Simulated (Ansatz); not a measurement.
BP, pressure series

The parent structure is BP in the zinc blende structure (space group F-43m, No. 216; a = 4.491 Å).

Cell and atoms are relaxed at each pressure.

The values are results of LDA (Ansatz, an electronic-structure program), no SOC, not measurements.

Candidates:
(a) pressure 22.5 GPa
(b) pressure 9 GPa
(c) pressure −1 GPa
(d) pressure 0.9 GPa

Base values:

* **Width of the top valence band**: 5.67 eV

Order them by width of the top valence band, highest first.

(a) pressure 22.5 GPa (6.30 eV), (b) pressure 9 GPa (5.95 eV), (d) pressure 0.9 GPa (5.70 eV), (c) pressure −1 GPa (5.64 eV)

The levels and masses belong to the bands next to the band gap. Load acts through the strain it causes; cell and atoms are relaxed under it. No phonon test of stability was made. Competing high-pressure phases were not computed.
